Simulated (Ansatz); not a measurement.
The starting structures come from a database of crystals and need not be the phases stable at ambient conditions.

 Where the default PAW files enter, the runs use the earlier of Ansatz's two default sets.

Crystal: PbClF (P4/nmm, not sure to be the ambient phase, 6 atoms a cell, 20.4 Å³ an atom, -2 GPa at this level); planes in its conventional cell.

Method: PBEsol (plane waves, PAW; Ansatz, a quantum-chemistry and plane-wave program).

The gap is the functional's own, uncorrected, and κ follows it; spin-orbit coupling is left out. Mid-gap values are interpolated between the computed energies.

```csv
plane,area of the cell (Å²),mid-gap κ (1/Å),largest κ in the gap (1/Å)
(100),29.8,0.35,0.35
(110),42.2,?,?
(001),16.9,?,?
```

The slowest decay depends on the direction. Supply the withheld values.


- (110), mid-gap κ (1/Å): 0.26
- (110), largest κ in the gap (1/Å): 0.26
- (001), mid-gap κ (1/Å): 0.32
- (001), largest κ in the gap (1/Å): 0.33
